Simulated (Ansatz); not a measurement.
The parent structure is BAs in the zinc blende structure (space group F-43m, No. 216; a = 4.768 Å). Axes: x, y, z lie along the cube axes.

Method: PBEsol (Ansatz, a program for electronic structure; PAW; 420 eV plane waves; spin-orbit coupling left out), earlier PAW set.

Before the change:

* **Shortest interatomic distance**: 2.064 Å
* **Band gap**: 1.08 eV

Perturbation: biaxial strain +3.43 %, plane normal [001], relaxed out of plane (Cartesian); in-plane vectors clamped, the third vector and the atoms free.

Problem. What happens to the ratio −ε⊥/ε∥, shortest interatomic distance and band gap?

Solution. The ratio −ε⊥/ε∥ amounts to 0.52; the shortest interatomic distance goes up by 0.0355 Å (2.064 Å → 2.100 Å); the band gap falls by 0.68 eV to 0.40 eV.

Stability against distortions was not tested.
